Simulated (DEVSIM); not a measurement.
Device: abrupt GaAs p-n junction, at 300 K.

```csv
layer (left to right),material,thickness (μm),Nd (cm⁻³),Na (cm⁻³),τn (s),τp (s)
1,GaAs,9.30,-,1.4e16,6.1e-9,6.1e-9
2,GaAs,26.0,9.8e14,-,6.1e-9,6.1e-9
```

Left contact: ohmic. Right contact: ohmic. Voltage is applied to the left contact. Recombination: SRH at mid-gap, radiative, Auger. Mobility is constant in doping. Where it depends on doping, it is μmin + (μ − μmin)/(1 + (N/Nref)^α).

Constants are typed, rounded textbook-type inputs, not results; the design itself was drawn at random and stands for no fabricated device. Values at 300 K. The table also holds parameters that only a changed run uses.

```
parameter        GaAs
-------------  ------
gap (eV)        1.424
affinity (eV)    4.07
permittivity     12.9
Nc (cm⁻³)      4.7e17
Nv (cm⁻³)        9e18
μn (cm²/Vs)      8500
μp (cm²/Vs)       400
μn,min            500
μp,min             20
Nref,n           6e16
Nref,p         1.5e17
αn               0.39
αp               0.38
B (cm³/s)       2e-10
Cn (cm⁶/s)      1e-30
Cp (cm⁶/s)      1e-30
```

Model (solved in DEVSIM): 1D drift-diffusion, Boltzmann statistics, complete ionisation; no tunnelling, impact ionisation, image-force lowering or self-heating.

Base results: potential step across the device at zero bias (V) 1.097; largest field in the device at zero bias (V/cm) 16000; dark forward voltage at 100 A/cm² (V) 1.279; dark forward voltage at 1 A/cm² (V) 0.972.

**Question.** What follows from this one change: doping Nd of layer 2 9.8e+14 → 2.9e+15 cm^-3?

**Answer.** potential step across the device at zero bias 1.097 → 1.125 V; largest field in the device at zero bias 16000 → 27000 V/cm; dark forward voltage at 100 A/cm² 1.279 → 1.193 V; dark forward voltage at 1 A/cm² 0.972 → 0.985 V.

**Question.** What follows from this one change: minority lifetime in layer 2 6.1e-09 → 1.8e-10 s?

**Answer.** potential step across the device at zero bias little changed (1.097 V); largest field in the device at zero bias little changed (16000 V/cm); dark forward voltage at 100 A/cm² 1.279 → 1.306 V; dark forward voltage at 1 A/cm² 0.972 → 0.938 V.

**Question.** What follows from this one change: minority lifetime in layer 1 6.1e-09 → 1.8e-07 s?

**Answer.** potential step across the device at zero bias little changed (1.097 V); largest field in the device at zero bias little changed (16000 V/cm); dark forward voltage at 100 A/cm² 1.279 → 1.274 V; dark forward voltage at 1 A/cm² little changed (0.974 V).

**Question.** What follows from this one change: doping-dependent mobility in place of the constant one?

**Answer.** potential step across the device at zero bias little changed (1.097 V); largest field in the device at zero bias little changed (16000 V/cm); dark forward voltage at 100 A/cm² 1.279 → 1.327 V; dark forward voltage at 1 A/cm² 0.972 → 0.977 V.
